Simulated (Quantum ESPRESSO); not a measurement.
Worked example: self-consistent single point of NiCl (P6_3mc, 4 atoms in the cell) in Quantum ESPRESSO.

Method of the run: PBEsol, PseudoDojo standard norm-conserving (PBESOL) pseudopotentials (plane waves; Quantum ESPRESSO).

```xyz
4
Lattice="3.6189 0.0000 0.0000 -1.8095 3.1341 0.0000 0.0000 0.0000 6.2406" Properties=species:S:1:pos:R:3 pbc="T T T"
Ni     0.0000     2.0894     2.2848
Ni     1.8095     1.0447     5.4051
Cl     0.0000     2.0894     0.0555
Cl     1.8095     1.0447     3.1758
```
Moments meant for the start (each program seeds them in its own way; μB, in the order of the atoms Ni Ni Cl Cl): 2.0 2.0 0.0 0.0.

Reference input (self-consistent single point, DFT, PBEsol, plane waves, PSlibrary PAW (PBE) pseudopotentials): ecutwfc = 50 Ry; ecutrho = 300 Ry; occupations = smearing; smearing = cold; degauss = 0.0099958 Ry; nspin = 2; input_dft = pbesol; potentials = {Ni: Ni.pbe-n-kjpaw_psl.1.0.0.UPF, Cl: Cl.pbe-nl-kjpaw_psl.1.0.0.UPF}; K_POINTS = automatic 7 7 4 0 0 0; conv_thr = 1e-09 Ry; mixing_beta = 0.3. This run's input differs from it in these lines:

```diff
@@ -13,4 +13,3 @@
   ntyp = 2,
-  ecutwfc = 50,
-  ecutrho = 300,
+  ecutwfc = 100,
   occupations = 'smearing',
@@ -19,4 +18,3 @@
   nspin = 2,
-  starting_magnetization(1) = 0.200,
-  input_dft = 'pbesol',
+  starting_magnetization(1) = 0.111,
 /
@@ -27,4 +25,4 @@
 ATOMIC_SPECIES
-Ni    58.6934  Ni.pbe-n-kjpaw_psl.1.0.0.UPF
-Cl    35.4500  Cl.pbe-nl-kjpaw_psl.1.0.0.UPF
+Ni    58.6934  Ni.upf
+Cl    35.4500  Cl.upf
 ATOMIC_POSITIONS {crystal}
```

Output (repeated stretches shortened):

```
     Self-consistent Calculation

     iteration #  1     ecut=   100.00 Ry     beta= 0.30

     total energy              =    -735.83734394 Ry
     estimated scf accuracy    <       0.88436302 Ry

     total magnetization       =     2.01 Bohr mag/cell
     absolute magnetization    =     2.01 Bohr mag/cell

     iteration #  2     ecut=   100.00 Ry     beta= 0.30

     total energy              =    -736.04132603 Ry
     estimated scf accuracy    <       0.11443604 Ry

     total magnetization       =     2.01 Bohr mag/cell
     absolute magnetization    =     2.14 Bohr mag/cell

     iteration #  3     ecut=   100.00 Ry     beta= 0.30

   [... lines left out ...]

     iteration # 13     ecut=   100.00 Ry     beta= 0.30

     total energy              =    -736.06021361 Ry
     estimated scf accuracy    <          1.5E-09 Ry

     total magnetization       =     2.00 Bohr mag/cell
     absolute magnetization    =     2.07 Bohr mag/cell

     iteration # 14     ecut=   100.00 Ry     beta= 0.30

     Magnetic moment per site  (integrated on atomic sphere of radius R)
     atom   1 (R=0.254)  charge= 16.1374  magn=  0.8787
     atom   2 (R=0.254)  charge= 16.1374  magn=  0.8787
     atom   3 (R=0.254)  charge=  4.7587  magn=  0.0984
     atom   4 (R=0.254)  charge=  4.7587  magn=  0.0984
     End of self-consistent calculation

     the Fermi energy is     9.1784 ev

!    total energy              =    -736.06021361 Ry
     estimated scf accuracy    <          1.4E-10 Ry
     smearing contrib. (-TS)   =      -0.00015769 Ry
     internal energy E=F+TS    =    -736.06005592 Ry

     total magnetization       =     2.00 Bohr mag/cell
     absolute magnetization    =     2.07 Bohr mag/cell

     convergence has been achieved in  14 iterations

     Forces acting on atoms (cartesian axes, Ry/au):

     atom    1 type  1   force =     0.00000000   -0.00000000    0.00068310
     atom    2 type  1   force =     0.00000000    0.00000000    0.00068310
     atom    3 type  2   force =     0.00000000    0.00000000   -0.00068310
     atom    4 type  2   force =     0.00000000    0.00000000   -0.00068310

     Total force =     0.001366     Total SCF correction =     0.000035

          total   stress  (Ry/bohr**3)                   (kbar)     P=      -33.31
  -0.00023509   0.00000000   0.00000000          -34.58        0.00        0.00
   0.00000000  -0.00023509   0.00000000            0.00      -34.58        0.00
   0.00000000   0.00000000  -0.00020912            0.00        0.00      -30.76

   JOB DONE.
```

The run converged in 14 iterations. Against the reference run the pressure goes from -3.81 to -3.33 GPa, the largest force goes from 0.007 to 0.018 eV/Å and the size of the net moment moves little (0.49 to 0.50 μB/atom).

The starting cell comes from a database of computed structures (which also holds hypothetical and non-ambient phases and stackings), without a prior relaxation at this level. The magnetic order is the one reached from the typed start; others were not searched systematically. With a pressure of about -3 GPa the cell is away from its equilibrium volume at this level.

Cost on one core of a shared machine: roughly 5 min.
